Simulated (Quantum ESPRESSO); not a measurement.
**Quick settings and what they miss: Sr₂Rh (Fm-3m, 3 atoms in the cell)**

Self-consistent single point.

```
Sr2Rh
1.0
   -3.66885     0.00000     3.66885
    0.00000     3.66885     3.66885
   -3.66885     3.66885     0.00000
Sr Rh
2 1
Direct
  0.75000   0.75000   0.75000
  0.25000   0.25000   0.25000
  0.00000   0.00000   0.00000
```

Level of theory: PBEsol, GBRV 1.5 ultrasoft (PBESOL) pseudopotentials (plane waves; Quantum ESPRESSO).

Base settings: ecutwfc = 40 Ry; ecutrho = 320 Ry; occupations = smearing; smearing = methfessel-paxton; degauss = 0.0147 Ry; potentials = {Sr: sr_pbesol_v1.uspp.F.UPF, Rh: rh_pbesol_v1.4.uspp.F.UPF}; K_POINTS = automatic 10 10 10 0 0 0; conv_thr = 1e-10 Ry.

Tight run (finer mesh or higher cutoff; not a proven limit): ecutwfc: 40 Ry → 56 Ry; ecutrho: 320 Ry → 448 Ry; conv_thr: 1e-10 Ry → 7.3e-11 Ry; K_POINTS: automatic 10 10 10 0 0 0 → automatic 14 14 14 0 0 0. It gave Fermi level (on the code's own zero) 8.15 eV; pressure -1.84 GPa.

Quick runs, as changes from the base:
- A: the base itself
- B: ecutwfc: 40 Ry → 24 Ry; ecutrho: 320 Ry → 192 Ry; K_POINTS: automatic 10 10 10 0 0 0 → automatic 1 1 1 0 0 0
- C: ecutwfc: 40 Ry → 24 Ry; ecutrho: 320 Ry → 192 Ry; pseudopotentials: {Sr: sr_pbesol_v1.uspp.F.UPF, Rh: rh_pbesol_v1.4.uspp.F.UPF} → {Sr: sr_lda_v1.uspp.F.UPF, Rh: rh_lda_v1.4.uspp.F.UPF}; K_POINTS: automatic 10 10 10 0 0 0 → automatic 3 3 3 0 0 0 [LDA (PZ)]
- D: ecutwfc: 40 Ry → 24 Ry; ecutrho: 320 Ry → 192 Ry; smearing: methfessel-paxton → fermi-dirac; degauss: 0.0147 Ry → 0.0099958 Ry; K_POINTS: automatic 10 10 10 0 0 0 → automatic 6 6 6 1 1 1
- E: conv_thr: 1e-10 Ry → 7.3e-06 Ry; K_POINTS: automatic 10 10 10 0 0 0 → automatic 4 4 4 1 1 1
- F: ecutwfc: 40 Ry → 20 Ry; ecutrho: 320 Ry → 160 Ry; smearing: methfessel-paxton → gaussian; degauss: 0.0147 Ry → 0.036749 Ry; conv_thr: 1e-10 Ry → 7.3e-05 Ry; K_POINTS: automatic 10 10 10 0 0 0 → automatic 4 4 4 1 1 1

Energies are extrapolated to zero smearing width, which holds to low order in the width alone (under cold and Methfessel-Paxton smearing the free energy itself is taken).

Dashes: energy of C, another energy zero; pressure of E, F, not trusted under this conv_thr with d or f elements.

† marks runs with another functional, U, potentials or spin treatment: their distance from the tight run is not a convergence error alone.

The count of work is k-points × plane waves × bands × iterations; it is no time. 

The starting cell comes from a database of computed structures (which also holds hypothetical and non-ambient phases and stackings), without a prior relaxation at this level. Its lattice was rescaled by a random factor within 2.5 % of one. Spin polarisation is off.

| run | energy less tight (meV/atom) | pressure less tight (GPa) | count of work / tight |
|---|---|---|---|
| A | 4.6 | -0.32 | 0.23 |
| B | 1464.7 | -52.47 | 0.0028 |
| C† | – | -57.49 | 0.014 |
| D | 2390.8 | -55.28 | 0.093 |
| E | 10.0 | – | 0.031 |
| F | 7415.2 | – | 0.013 |

Among the runs at the tight run's level, the energy misses run from 4.6 to 7415.2 meV/atom.
